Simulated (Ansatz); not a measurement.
The starting structures come from a database of crystals and need not be the phases stable at ambient conditions.

By PBEsol, the system below comes out a metal.

Without scattering a metal conducts by its projected Fermi surface.

Data:

```
AlPt3
1.0
    5.55983     0.00000     0.00000
    0.06186     5.55948     0.00000
    2.74898    -2.77974     3.90946
Al Pt
2 6
Direct
  0.25000   0.25000   0.50000
  0.75000   0.75000   0.50000
  0.25000   0.25000   0.00000
  0.75000   0.75000   0.00000
  0.77986   0.22014   0.94028
  0.22014   0.77986   0.05972
  0.27986   0.72014   0.50000
  0.72014   0.27986   0.50000
```

Space group of this cell: I4/mcm. The cell is taken as given; by PBEsol its mean pressure is -8.5 GPa.

The current flows along the normal of the first two printed cell vectors, the (110) plane of the conventional cell. No spin-orbit coupling; the value is a mean over 0.1 eV about the Fermi level.

Question: Predict the ballistic conductance per area from PBEsol run with Ansatz (a quantum-chemistry and plane-wave program).

Answer: 0.57 × 10¹⁵ S/m² for both spins.
